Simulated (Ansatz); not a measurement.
Start from AgCl in the rock salt structure (space group Fm-3m, No. 225).

```xyz
2
Lattice="0.0000 2.7237 2.7237 2.7237 0.0000 2.7237 2.7237 2.7237 0.0000" Properties=species:S:1:pos:R:3 pbc="T T T"
Ag     0.0000     0.0000     0.0000
Cl     2.7237     2.7237     2.7237
```

Cartesian axes are those of the cell as printed.

Method: PBEsol/PAW in Ansatz (an electronic-structure program), no spin-orbit coupling.

For the base:

The electron mass comes out as 0.25 mₑ (at Γ) and the valley order comes out as Γ 0.72 eV; X along ⟨100⟩ 2.13 eV.

Perturbation: tensor shear ε_xy = +0.57 % (engineering shear γ = 0.0114), atoms relaxed at fixed cell.

### Question
How does this affect the electron mass?

### Answer
The electron mass is still 0.25 mₑ (at Γ).

### Question
Predict the new valley order.

### Answer
The valley order (the lowest conduction-band minima on the path, energy above the VBM, named in the base's zone) goes from Γ 0.72 eV; X along ⟨100⟩ 2.13 eV to Γ 0.71 eV; X along [001] 2.12 eV; X along [100] 2.12 eV.

### Question
Predict the new stress.

### Answer
The stress (xx, yy, zz, yz, xz, xy; compression positive) is (0.00, 0.00, 0.00, 0.00, 0.00, -0.05) GPa.

The levels and masses belong to the bands next to the band gap. The cells carry an imposed strain or load. Masses are band curvatures over ±0.01 Å⁻¹ around the edge. Whether these cells are dynamically stable was not tested.
